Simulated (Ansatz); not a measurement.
Reference: Lu3InN (Pm-3m), PBEsol, DFPT electron-phonon coupling, linearised Boltzmann equation (plane waves, PAW, scalar-relativistic; Ansatz, a first-principles code); geometry: relaxed with this functional, without spin-orbit coupling.

```cif
data_InLu3N
_chemical_formula_sum 'Lu3 In1 N1'
_space_group_name_H-M_alt 'Pm-3m'
_space_group_IT_number 221
_space_group_name_Hall '-P 4 2 3'
_cell_length_a 4.61802
_cell_length_b 4.61802
_cell_length_c 4.61802
_cell_angle_alpha 90.000
_cell_angle_beta 90.000
_cell_angle_gamma 90.000
loop_
_atom_site_label
_atom_site_type_symbol
_atom_site_symmetry_multiplicity
_atom_site_Wyckoff_symbol
_atom_site_fract_x
_atom_site_fract_y
_atom_site_fract_z
_atom_site_occupancy
Lu1 Lu 3 c 0.00000 0.50000 0.50000 1
In1 In 1 a 0.00000 0.00000 0.00000 1
N1 N 1 b 0.50000 0.50000 0.50000 1
```

resistivity at 300 K: 21 μΩ·cm

Question: Swap Lu for Sc, keeping the structure type. How do these values move?

Answer: Sc₃InN (Pm-3m): volume per atom 19.7 to 17.2 Å³; resistivity at 300 K falls (21 μΩ·cm to 19.5 μΩ·cm).

Question: Swap Lu for La, keeping the structure type. How do these values move?

Answer: La₃InN (Pm-3m): volume per atom 19.7 to 26.0 Å³; resistivity at 300 K rises (21 μΩ·cm to 33 μΩ·cm).

Moves up to 5 % count as about the same. Metals; harmonic phonons alone scatter; means over directions. Halving the electron mesh moves these values by up to 2 %; q meshes are mostly untested. Spin-orbit coupling is left out.

Formula and space group known from diffraction (Crystallography Open Database), not checked to be the room-temperature form: La3InN (Pm-3m), Lu3InN (Pm-3m), Sc3InN (Pm-3m). The missing spin-orbit coupling matters most for Lu3InN (Pm-3m).
